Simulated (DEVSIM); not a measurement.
Structure: abrupt GaAs p-n junction, at 350 K.

Layer 1 from the left is GaAs, thickness (μm) 14.0, Na (cm⁻³) 7.4e16, τn (s) 6.4e-8, τp (s) 6.4e-8. Layer 2 from the left is GaAs, thickness (μm) 80.0, Nd (cm⁻³) 1.7e17, τn (s) 6.4e-8, τp (s) 6.4e-8.

Left contact: ohmic. Right contact: ohmic. Voltage is applied to the left contact. Recombination: SRH at mid-gap. Mobility is μmin + (μ − μmin)/(1 + (N/Nref)^α).

Constants are typed, rounded textbook-type inputs, not results; the design itself was drawn at random and stands for no fabricated device. Values at 300 K; Nc and Nv go as T^1.5, mobilities as T to minus their exponent, the gap by Varshni's rule with the affinity fixed.

GaAs: gap (eV) 1.424, affinity (eV) 4.07, permittivity 12.9, Nc (cm⁻³) 4.7e17, Nv (cm⁻³) 9e18, μn (cm²/Vs) 8500, μp (cm²/Vs) 400, μn,min 500, μp,min 20, Nref,n 6e16, Nref,p 1.5e17, αn 0.39, αp 0.38, T exponent of μn 2.1, T exponent of μp 2.2, Varshni α (eV/K) 0.000541, Varshni β (K) 204.

### Question
Estimate by hand the built-in potential, the peak field at zero bias, the capacitance at -4 V, and compare with a numerical solution.

### Answer

- Built-in potential: ni = √(Nc Nv) exp(−Eg/2kT) = 2.12e8 cm⁻³ with Eg = 1.401 eV; Vbi = kT/q ln(Na Nd/ni²) = 1.212 V; numerical 1.212 V.
- Peak field at zero bias: depletion approximation: W = √(2εVbi/(qN)) = 0.183 μm with N = 5.16e16 cm⁻³; field = 2Vbi/W = 132000 V/cm; numerical 129000 V/cm (estimate above by 2.6 %).
- Capacitance at -4 V: C = √(qεN / 2(Vbi + |V|)) = 30.1 nF/cm²; numerical 30.3 nF/cm² (estimate below by 0.58 %).

Simulated with DEVSIM: 1D drift-diffusion, Boltzmann statistics, complete ionisation; no tunnelling, impact ionisation, image-force lowering or self-heating.
